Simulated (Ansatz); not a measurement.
We consider MgO (model structure, started from the BeO type, P4₂/mnm, No. 136, 8 atoms in the cell), described by HSE06 (plane waves, PAW; Ansatz, a program for electronic structure).

Numerical settings: plane-wave cutoff 460 eV, 4×4×6 k mesh (along the axes of the cell as run), Fermi–Dirac smearing 0.01 eV, scalar-relativistic PAW data made under PBE.

Cell (relaxed with PBEsol):

```cif
data_Mg4O4
_chemical_formula_sum 'Mg4 O4'
_space_group_name_H-M_alt 'P42/mnm'
_space_group_IT_number 136
_space_group_name_Hall '-P 4n 2n'
_cell_length_a 5.50983
_cell_length_b 5.50983
_cell_length_c 3.27640
_cell_angle_alpha 90.000
_cell_angle_beta 90.000
_cell_angle_gamma 90.000
loop_
_atom_site_label
_atom_site_type_symbol
_atom_site_symmetry_multiplicity
_atom_site_Wyckoff_symbol
_atom_site_fract_x
_atom_site_fract_y
_atom_site_fract_z
_atom_site_occupancy
Mg1 Mg 4 g 0.17949 0.17949 0.50000 1
O1 O 4 f 0.31658 0.31658 0.00000 1
```

What does this level give for the band gap and smallest direct gap on the k points sampled?


* **band gap**: 5.07 eV
* **smallest direct gap on the k points sampled**: 5.09 eV

Note: the relaxation could raise the start's symmetry but not lower it, so the cell can be a saddle point; cell and atoms aren't relaxed at this level (pressure -0.9 GPa).

The computed numbers hold no vibrational or temperature effects.

Cost on a shared machine: about 2.5 core-minutes (a rough figure).

A model structure was made by putting elements into a prototype or built by hand; it is no filed structure, need not be a known phase, and can be a saddle point held by its symmetry.
